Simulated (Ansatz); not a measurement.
Results of r²SCAN+SOC (PAW; Ansatz, a program for electronic structure) for NiAs-type NiSb.

From the output:

```
Crystal: 4 atoms, lattice volume = 68.532 Å³
Basis set: ecut = 560 eV, 2101 PW (Γ), exchange–correlation on 96×96×120 points (27 copies of the dense FFT grid, shifted against one another)
Bands: 80, of which v1, the nominal top of the filled ones, is band 66 counted from 1 (65 counted from 0)
Symmetry: 24 space group operations + 24 with time reversal
k-points: 259 of 3888
Initial density: superposition of atomic densities (chi_scale 0.1, normalization cell, long waves kept (reshape's long-wave potential 0.00 eV rms))
Functional: x = r2scan, c = r2scan; τ floored in thin density (d = 2e-4 eV/Å³)
spin=Noncollinear: Kerker preconditioning applied to the charge; magnetization (m_x, m_y, m_z) channels mix plain (no charge-response kernel on spin).
SCF 1 converged in 14 iterations: F = -24665.195959 eV  dr2 = 3.36e-10
SCF converged after 14 iterations
Free energy (F): -24665.195959 eV
Internal energy: -24665.181378 eV  (E = F + TS)
E sigma→0 (E₀):  -24665.188668 eV
Fermi energy:    15.180691 eV
--- Forces (eV/Å), atoms counted from 1 ---
  atom   1  Ni     0.00000000    -0.00000000     0.00000000
  atom   2  Ni     0.00000000    -0.00000000     0.00000000
  atom   3  Sb    -0.00000000     0.00000000     0.00000000
  atom   4  Sb     0.00000000    -0.00000000    -0.00000000
--- Stress (GPa, compression-positive) ---
        0.001908       0.000000      -0.000000
        0.000000       0.001908      -0.000000
       -0.000000      -0.000000       0.000874
  P = ⅓ Tr σ = 0.0016 GPa (0.016 kbar)
```

Q: Write an input file that could have produced this run (the log leaves some choices open).

A: This is not unique; one that fits is 
Ansatz 0.2 input:
```yaml
crystal:
  lattice:
    - [1.9652960968, -3.4039926915, 0.0]
    - [1.9652960968, 3.4039926915, 0.0]
    - [0.0, 0.0, 5.1220822327]
  atoms:
    - { symbol: Ni, position: [0.0, 0.0, 0.5] }
    - { symbol: Ni, position: [0.0, 0.0, 0.0] }
    - { symbol: Sb, position: [0.3333333333, 0.6666666667, 0.25] }
    - { symbol: Sb, position: [0.6666666667, 0.3333333333, 0.75] }
basis:
  ecutwfc: 560
  ecutrho_ratio: 4
  xc_grid: 3
kpoints:
  mp_grid: { grid: [18, 18, 12] }
hamiltonian:
  xc: r2scan
  dispersion: none
  pseudopotentials: { kind: paw }
scf:
  occupations: { method: fermi_dirac, width: 0.05 }
  convergence: { dr2_threshold: 0.0000000004 }
output:
  forces: true
  stress: true
  eigenvalues: true
magnetization:
  noncollinear: true
  spin_orbit: true
```

The PAW data were made under PBE.
